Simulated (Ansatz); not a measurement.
Consider NbAgO3 in the cubic perovskite structure (space group Pm-3m, No. 221; a cell from a computed database, its experimental status unchecked).

Space group Pm-3m (No. 221); a = 3.950 Å, b = 3.950 Å, c = 3.950 Å, α = 90.00°, β = 90.00°, γ = 90.00°

| atom | site | symmetry | x | y | z |
|---|---|---|---|---|---|
| Nb | 1a | m-3m | 0.0000 | 0.0000 | 0.0000 |
| Ag | 1b | m-3m | 0.5000 | 0.5000 | 0.5000 |
| O | 3d | 4/mm.m | 0.0000 | 0.0000 | 0.5000 |

Levels (all Ansatz, a quantum-chemistry and plane-wave program, PAW): PBEsol (420 eV, no SOC); HSE06 (420 eV, no spin-orbit coupling).

The geometry is relaxed with PBEsol.

- PBEsol band gap = 1.40 eV

With HSE06 at the same geometry, the band gap rises by 1.33 eV (1.40 eV → 2.73 eV).

Single points use the geometry relaxed with PBEsol. HSE06 gaps are upper bounds (no full band path). Stability against distortions was not tested. Many cubic perovskites are stable only at high temperature; tilts and polar distortions were not tested.
